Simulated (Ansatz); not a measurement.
**A computed series for VO2: pressure series**

Consider VO₂ in the rutile structure (space group P4_2/mnm, No. 136; ferromagnetic).

```cif
data_O4V2
_chemical_formula_sum 'V2 O4'
_space_group_name_H-M_alt 'P42/mnm'
_space_group_IT_number 136
_space_group_name_Hall '-P 4n 2n'
_cell_length_a 4.58410
_cell_length_b 4.58410
_cell_length_c 2.83894
_cell_angle_alpha 90.000
_cell_angle_beta 90.000
_cell_angle_gamma 90.000
loop_
_atom_site_label
_atom_site_type_symbol
_atom_site_symmetry_multiplicity
_atom_site_Wyckoff_symbol
_atom_site_fract_x
_atom_site_fract_y
_atom_site_fract_z
_atom_site_occupancy
V1 V 2 b 0.00000 0.00000 0.50000 1
O1 O 4 g 0.30001 0.30001 0.50000 1
```

Cell and atoms are relaxed at each pressure.

Levels (all Ansatz, a quantum-chemistry and plane-wave program, PAW, earlier PAW set): PBE (420 eV, no SOC); PBEsol (420 eV, spin-orbit coupling left out).

The base cell above is that of PBE; each level relaxes its own structures.

| case | lattice parameter a, PBE | lattice parameter a, PBEsol |
|---|---|---|
| pressure −2 GPa | 4.600 Å | 4.550 Å |
| pressure −1 GPa | 4.592 Å | 4.544 Å |
| pressure 0.9 GPa | 4.578 Å | 4.532 Å |
| pressure 2.1 GPa | 4.569 Å | 4.524 Å |
| pressure 4.5 GPa | 4.553 Å | 4.510 Å |
| pressure 9 GPa | 4.525 Å | 4.487 Å |
| pressure 15 GPa | 4.492 Å | 4.459 Å |
| pressure 22.5 GPa | 4.455 Å | 4.428 Å |
| pressure 30 GPa | 4.424 Å | 4.401 Å |

PBE lies above PBEsol in every row, by 0.023 Å to 0.049 Å. They put the cases in the same order.

Other magnetic orders, which the real material may have, were not ruled out. Load acts through the strain it causes; cell and atoms are relaxed under it. Whether these cells are dynamically stable was not tested. No other phases were tried under pressure. No Hubbard U is applied, and correlation can decide whether such a compound is a metal. The base started in Pnnm and relaxed to P4_2/mnm at this level.
